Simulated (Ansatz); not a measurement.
The parent structure is LiNbO$_{3}$ (space group R3c, No. 161).

```yaml
crystal:
  lattice:
    - [2.56874, 1.48306, 4.62825]
    - [-2.56874, 1.48306, 4.62825]
    - [0.00000, -2.96613, 4.62825]
  atoms:
    - { symbol: Li, position: [0.70218, 0.70218, 0.70218] }
    - { symbol: Li, position: [0.20218, 0.20218, 0.20218] }
    - { symbol: Nb, position: [0.98418, 0.98418, 0.98418] }
    - { symbol: Nb, position: [0.48418, 0.48418, 0.48418] }
    - { symbol: O, position: [0.62231, 0.87636, 0.26469] }
    - { symbol: O, position: [0.87636, 0.26469, 0.62231] }
    - { symbol: O, position: [0.26469, 0.62231, 0.87636] }
    - { symbol: O, position: [0.76469, 0.37636, 0.12231] }
    - { symbol: O, position: [0.37636, 0.12231, 0.76469] }
    - { symbol: O, position: [0.12231, 0.76469, 0.37636] }
```

Cartesian axes are those of the cell as printed.

Computed with Ansatz (a quantum-chemistry and plane-wave program), r2SCAN, PAW, cutoff 500 eV, no spin-orbit coupling.

Strains are applied to the cell and any free atomic positions relax; under biaxial strain the out-of-plane vector relaxes too.

One change was made to it. Results:

The shortest interatomic distance grows by 0.004 Å, from 1.879 Å to 1.883 Å; the energy increases by 8.2 meV/atom.

Task: What was done to the base?
(A) isotropic strain −3.37 %
(B) isotropic strain −3.45 %
(C) biaxial strain +2.40 %, plane normal [001], relaxed out of plane
(D) isotropic strain +3.08 %

Result: C, biaxial strain +2.40 %, plane normal [001], relaxed out of plane. For comparison, the energy relative to the base in the other runs: isotropic strain −3.37 % gives +45 meV/atom; isotropic strain +3.08 % gives +28 meV/atom; isotropic strain −3.45 % gives +47 meV/atom.

No phonon test of stability was made.
